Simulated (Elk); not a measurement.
A self-consistent single point of SrZn2 (P1, 6 atoms in the cell) with Elk.

Level of theory: Elk 10.2.4 with PBEsol, all-electron FP-LAPW, Elk's shipped species files, APW+lo basis with extra local orbitals.

The change in words: atoms moved at random. Reference geometry:
```xyz
6
Lattice="-2.3761 3.8744 3.8400 2.3761 -3.8744 3.8400 2.3761 3.8744 -3.8400" Properties=species:S:1:pos:R:3 pbc="T T T"
Sr     0.0000     1.9372     0.4106
Sr     2.3761     1.9372     3.4293
Zn     0.0000     0.5339     5.0963
Zn     2.3761     3.3405    -1.2564
Zn     2.3761    -0.5339     1.2564
Zn     0.0000     4.4083     2.5836
```

Reference input (self-consistent single point, DFT, PBEsol, all-electron FP-LAPW, Elk's shipped species files, APW+lo basis with extra local orbitals): xctype = 22; rgkmax = 7.5; stype = 0; swidth = 0.00499791 Ha; ngridk = 4 4 4; gmaxvr = 16 1/bohr; nxlo = 2; lorbcnd = true; lmaxi = 3. This run's input differs from it in these lines:

```diff
@@ -36,10 +36,10 @@
   2   : natoms; atposl, bfcmt below
-  0.3034700000  0.0534700000  0.2500000000    0.0 0.0 0.0
-  0.6965300000  0.9465300000  0.7500000000    0.0 0.0 0.0
+  0.2988640000  0.0397980000  0.2511480000    0.0 0.0 0.0
+  0.6906880000  0.9425240000  0.7453620000    0.0 0.0 0.0
   'Zn.in'   : spfname
   4   : natoms; atposl, bfcmt below
-  0.7324900000  0.6635900000  0.0689000000    0.0 0.0 0.0
-  0.2675100000  0.3364100000  0.9311000000    0.0 0.0 0.0
-  0.0946900000  0.6635900000  0.4311000000    0.0 0.0 0.0
-  0.9053100000  0.3364100000  0.5689000000    0.0 0.0 0.0
+  0.7398720000  0.6741540000  0.0735800000    0.0 0.0 0.0
+  0.2690200000  0.3496660000  0.9423540000    0.0 0.0 0.0
+  0.0908140000  0.6428010000  0.4106600000    0.0 0.0 0.0
+  0.9107420000  0.3510570000  0.5768960000    0.0 0.0 0.0
```

Output (repeated stretches shortened):

```
│ Self-consistent loop started │
│ Loop number : 1 │
 total energy                :     -13526.7008296
│ Loop number : 2 │
 total energy                :     -13527.4658144
RMS change in Kohn-Sham potential (target) :   0.1526080646     (  0.1000000000E-05)
Absolute change in total energy (target)   :   0.7649848010     (  0.1000000000E-03)
│ Loop number : 3 │
 total energy                :     -13527.8519461
RMS change in Kohn-Sham potential (target) :   0.1481881063     (  0.1000000000E-05)
Absolute change in total energy (target)   :   0.5773778401     (  0.1000000000E-03)
│ Loop number : 4 │
   [... lines left out ...]
Absolute change in total energy (target)   :   0.1576294153E-02 (  0.1000000000E-03)
│ Loop number : 14 │
 total energy                :     -13534.9903053
RMS change in Kohn-Sham potential (target) :   0.4838782108E-06 (  0.1000000000E-05)
Absolute change in total energy (target)   :   0.6822883006E-03 (  0.1000000000E-03)
│ Loop number : 15 │
 total energy                :     -13534.9903949
RMS change in Kohn-Sham potential (target) :   0.2510321808E-06 (  0.1000000000E-05)
Absolute change in total energy (target)   :   0.8096362399E-04 (  0.1000000000E-03)
Convergence targets achieved

│ Loop number : 16 │

Energies :
 Fermi                       :     0.190570805991
 total energy                :     -13534.9903577

Density of states at Fermi energy :    95.53301200
 (states/Hartree/unit cell)

Estimated indirect band gap :   0.1886859161E-02
 from k-point     21 to k-point     20
Estimated direct band gap   :   0.4432282002E-02
 at k-point     22

Charges :
 core                        :    104.0000000
 valence                     :    92.00000000
 interstitial                :    8.477487603
 muffin-tins (core leakage)
  species :    1 (Sr)
   atom    1                 :    36.00691902     (  0.2901389623E-04)
   atom    2                 :    35.99200408     (  0.2897367190E-04)
  species :    2 (Zn)
   atom    1                 :    28.87808498     (  0.8239269313E-04)
   atom    2                 :    28.87726094     (  0.8242219719E-04)
   atom    3                 :    28.88621548     (  0.8243792592E-04)
   atom    4                 :    28.88202790     (  0.8239710139E-04)
 total in muffin-tins        :    187.5225124
 total calculated charge     :    195.9695997
 total charge                :    196.0000000
 error                       :   0.3040030930E-01

│ Self-consistent loop stopped │
```

The run converged in 16 iterations. The count includes the last loop, which Elk runs after its targets are met. Against the reference run the total energy goes up by 8.0 meV/atom.

The starting cell comes from a database of computed structures (which also holds hypothetical and non-ambient phases and stackings), without a prior relaxation at this level. Its lattice was rescaled by a random factor within 2.5 % of one. For this run, on top of that: atoms moved at random. Values depend on the basis (sphere radii, cutoffs, local orbitals), which need not be converged. The log's line on a gap gives a spacing of levels on this mesh, which the program prints for metals too.

Cost on one core of a shared machine: roughly 20 min.
